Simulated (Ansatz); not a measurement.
## Surface dipole against coverage: K on fcc Pt (100)

One K atom in each cell of a four-layer slab of fcc Pt (100), started at a fourfold hollow site; the adatom and the upper two layers relax, with a dipole correction. Δφ is the change of the top face's work function against the clean slab's 5.63 eV. By the Helmholtz relation an adatom's dipole is μ = |Δφ|/(0.377 eV × n) in debye, for n adatoms per nm². In Topping's model neighbouring dipoles depolarise each other, so that 1/μ = (1 + 9α·n^(3/2))/μ0 is a line in x = n^(3/2). Level of theory: PBE (plane waves to 420 eV, PAW; Ansatz, a program for electronic structure). All cells sample the k points of the 1×1 cell's 12×12×1 mesh, with Fermi-Dirac smearing of 0.1 eV (energies taken to zero smearing), without spin polarisation or spin-orbit coupling.

| cell | x (nm⁻³) | 1/μ (1/D) | n (nm⁻²) | Δφ (eV) |
|---|---|---|---|---|
| 4×3 | 1.09 | 0.196 | 1.06 | -2.04 |
| 3×3 | 1.67 | 0.205 | 1.41 | -2.59 |
| 4×2 | 2.00 | 0.219 | 1.59 | -2.74 |
| 3×2 | 3.06 | 0.233 | 2.11 | -3.41 |
| 2×2 | 5.64 | ? | 3.17 | ? |

**Question.** Fit 1/μ against x with a straight line, and predict the withheld value at x = 5.64.

**Answer.** With u = x - 2.0, the rows have u = -0.9100, -0.3300, 0.0000, 1.0600. Means: u -0.045000, 1/μ 0.2132. About the means, the sum of products is 0.039355 and the sum of squares of u is 2.0525; the slope is their ratio. Least squares gives 1/μ = 0.2141 + 0.01917·u. Residuals (row less fit): -0.0007, -0.0028, 0.0049, -0.0014; standard error 0.0041 (degrees of freedom: 2). At x = 0 the line gives 1/μ0 = 0.176, so a lone adatom carries about 5.7 D, its positive end outward; slope over intercept is 9α, which puts α at roughly 12 Å³, a figure that hangs on Δφ's last digit. At the withheld row, u = 3.6400, so 1/μ = 0.2141 + 0.01917 × 3.6400 = 0.2839 1/D. The calculation gives 0.286 1/D, 0.0021 1/D above the prediction (2.3 % of the range of 1/μ in the table). The row lies outside the fitted rows, so this is an extrapolation.

The model takes a square or triangular net of point dipoles; the 4×2, 3×2 and 4×3 nets are stretched, and dense layers bond among themselves. Only series are tabulated where Δφ keeps its sign and exceeds 0.12 eV, and the fitted rows scatter about the line by under a tenth of the table's range (standard error).

As a change of work function, the prediction is 0.377 × 3.17/0.284 = 4.21 eV in size, against 4.18 eV from the run.

Each row is one calculation, so residuals can be the form's limits or numerical noise.
